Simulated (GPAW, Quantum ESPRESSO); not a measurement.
A GPAW input for a self-consistent single point of Rb3Cd (Pm-3m, 4 atoms in the cell) (DFT PBEsol, plane waves, GPAW PAW datasets PBEsol (made by gpaw-setup)):

```python
from ase import Atoms
from ase.units import GPa
from gpaw import GPAW, PW, FermiDirac

atoms = Atoms(['Rb', 'Rb', 'Rb', 'Cd'],
              cell=[[6.432438, 0.000000, 0.000000],
                    [0.000000, 6.432438, 0.000000],
                    [0.000000, 0.000000, 6.432438]],
              positions=[[0.000000, 3.216219, 3.216219],
                         [3.216219, 0.000000, 3.216219],
                         [3.216219, 3.216219, 0.000000],
                         [0.000000, 0.000000, 0.000000]],
              pbc=True)

calc = GPAW(mode=PW(550),
            xc='PBEsol',
            kpts={'size': (4, 4, 4), 'gamma': True},
            occupations=FermiDirac(0.1),
            nbands=-8,
            symmetry={'symmorphic': False, 'tolerance': 0.0005},
            maxiter=120,
            txt='-')

atoms.calc = calc

energy = atoms.get_potential_energy()
print('Energy (eV):', round(energy, 6))
forces = atoms.get_forces()
print('Forces (eV/Ang):')
print(forces.round(5))
stress = atoms.get_stress()
print('Stress (GPa, Voigt):', (stress / GPa).round(4))
```

Task: Translate this input to Quantum ESPRESSO.

Result: One input that does it (others would too):

```fortran
&control
 calculation = 'scf',
 prefix = 'run',
 outdir = './tmp',
 pseudo_dir = './',
 tprnfor = .true.,
 tstress = .true.,
/
&system
 ibrav = 0,
 nat = 4,
 ntyp = 2,
 ecutwfc = 40,
 ecutrho = 200,
 occupations = 'smearing',
 smearing = 'fd',
 degauss = 0.0073499,
/
&electrons
 conv_thr = 1.0e-11,
/
ATOMIC_SPECIES
Rb    85.4678  rb_pbesol_v1.uspp.F.UPF
Cd   112.4140  cd_pbesol_v1.uspp.F.UPF
ATOMIC_POSITIONS crystal
Rb    0.0000000000    0.5000000000    0.5000000000
Rb    0.5000000000    0.0000000000    0.5000000000
Rb    0.5000000000    0.5000000000    0.0000000000
Cd    0.0000000000    0.0000000000    0.0000000000
K_POINTS automatic
4 4 4  0 0 0
CELL_PARAMETERS angstrom
   6.4324380000     0.0000000000     0.0000000000
   0.0000000000     6.4324380000     0.0000000000
   0.0000000000     0.0000000000     6.4324380000
```

Basis settings and potentials, where a program has them, do not carry over. This input uses DFT, PBEsol, plane waves, GBRV 1.5 ultrasoft (PBESOL) pseudopotentials. Both were run: pressure -0.47 GPa in GPAW and -0.50 in Quantum ESPRESSO.

On Quantum ESPRESSO: the starting cell comes from a database of computed structures (which also holds hypothetical and non-ambient phases and stackings), without a prior relaxation at this level. Its lattice was rescaled by a random factor within 2.5 % of one.

On GPAW: the starting cell comes from a database of computed structures (which also holds hypothetical and non-ambient phases and stackings), without a prior relaxation at this level. Its lattice was rescaled by a random factor within 2.5 % of one.
